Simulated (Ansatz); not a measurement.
## Worked sum: formation energy of Cu_Zn in Zn (hcp, P6₃/mmc)

Subject: the formation energy of Cu_Zn in Zn (hcp, P6₃/mmc). Reaction: 35 Zn (hcp) + Cu (fcc) → cell A.

A: a supercell of 36 sites of Zn (hcp, P6₃/mmc) with Cu on a Zn site (12 Zn at 2.63–2.85 Å); spin state with PBE: run without spin.

Setting: static, neutral cells in Ansatz (PAW) whose structures rest at the PBE level. Ansatz (a quantum-chemistry and plane-wave program) runs with its default PAW set. Larger cells are relaxed from a start prepared with the learned potential CHGNet, on a coarser mesh till forces fall under 0.03 eV/Å, which some starts already meet. A dispersion term (D3(BJ), or D4 for r2SCAN) was computed beside these levels and is taken off wherever the name lacks it. Space groups of crystals are read within 0.01 Å. Mesh and cell size may move defect energies by 0.1 eV or more. Cell A has symmetry P-6m2 within 0.02 Å and got no random move, so less symmetric positions, which may lie lower, weren't tried.

Total energies of the cells in eV, at zero smearing width. They compare only within one column; the weights balance every element.

| cell | atoms | weight | PBE |
|---|---|---|---|
| A: Zn:Cu_Zn | 36 | +1 | -122791.49425 |
| Zn (hcp) | 36 | −35/36 | -119485.20837 |
| Cu (fcc) | 1 | −1 | -6625.17461 |

PBE: (-122791.49425) − 35/36 × (-119485.20837) − (-6625.17461) = -0.145 eV.
